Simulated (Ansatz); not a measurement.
## SiO2, response to strain

The reference is SiO2 in the rutile structure (space group P4_2/mnm, No. 136; a = 4.236 Å, c = 2.690 Å). Axes: x, y, z lie along a, b, c of the conventional cell.

Strains are applied to the cell and any free atomic positions relax; under biaxial strain the out-of-plane vector relaxes too.

Calculations: plane-wave PAW DFT at the PBE level (Ansatz, an electronic-structure program, 420 eV), no SOC.

Notes on the quantities. pressure: mean of the normal stresses, compression positive.

```tsv
variant	out-of-plane strain	electron mass	band gap	pressure
base	–	0.36 mₑ along c, 0.45 mₑ across (at Γ)	5.04 eV	0.01 GPa
biaxial strain −3.00 %, plane normal [001], relaxed out of plane	+1.71 %	0.36 mₑ out of plane, 0.49 mₑ in plane (at Γ)	5.54 eV	11.24 GPa
biaxial strain −2.40 %, plane normal [001], relaxed out of plane	+1.34 %	0.36 mₑ out of plane, 0.49 mₑ in plane (at Γ)	5.43 eV	8.66 GPa
biaxial strain −1.80 %, plane normal [001], relaxed out of plane	+0.98 %	0.36 mₑ out of plane, 0.48 mₑ in plane (at Γ)	5.33 eV	6.25 GPa
biaxial strain −1.20 %, plane normal [001], relaxed out of plane	+0.64 %	0.36 mₑ out of plane, 0.47 mₑ in plane (at Γ)	5.23 eV	4.00 GPa
biaxial strain −0.60 %, plane normal [001], relaxed out of plane	+0.32 %	0.36 mₑ out of plane, 0.46 mₑ in plane (at Γ)	5.13 eV	1.92 GPa
```

Effective masses come from finite differences of ±0.01 Å⁻¹. Stability against distortions was not tested.
